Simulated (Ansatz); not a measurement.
Start from Ge (space group I4_132, No. 214; a = 6.9215 Å; a hypothetical phase, not in the database extracts checked).

All numbers come from Ansatz (a first-principles code), PBE, PAW, cutoff 420 eV, scalar-relativistic without spin-orbit coupling.

Base values:

- Lattice parameter a: 6.922 Å

It is then changed as follows: cell and atoms relaxed at a pressure of 1.5 GPa.

How does this affect the lattice parameter a?

The lattice parameter a drops by 0.135 Å, from 6.922 Å to 6.787 Å.

Load acts through the strain it causes; cell and atoms are relaxed under it. Whether these cells are dynamically stable was not tested.
